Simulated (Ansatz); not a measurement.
For PbSe (model structure, started from the WC type, P-6m2, No. 187, 2 atoms in the cell), PBE (Ansatz, a quantum-chemistry and plane-wave program, plane waves, PAW) gives:

```
Quantity              Result
-------------------  -------
lattice parameter a  4.227 Å
lattice parameter c  3.932 Å
```

Task: What does r²SCAN in Ansatz (PAW) give for the same quantities?

Result: 
- lattice constant a: 4.191 Å (decreases by 0.9 %)
- lattice parameter c: 3.919 Å (drops by 0.3 %)

Changes are worked out from the printed values.

Unless a cell is named, each level is at its own relaxed cell (PBE 30.43, r²SCAN 29.80 Å³/atom).

Levels without +SOC leave out spin–orbit coupling, which shifts energies and cells of such heavy elements.

Ansatz's density-functional and Hartree–Fock values are scalar-relativistic unless marked +SOC, with PAW data made under PBE.

A model structure was made by putting elements into a prototype or built by hand; it is no filed structure, need not be a known phase, and can be a saddle point held by its symmetry.
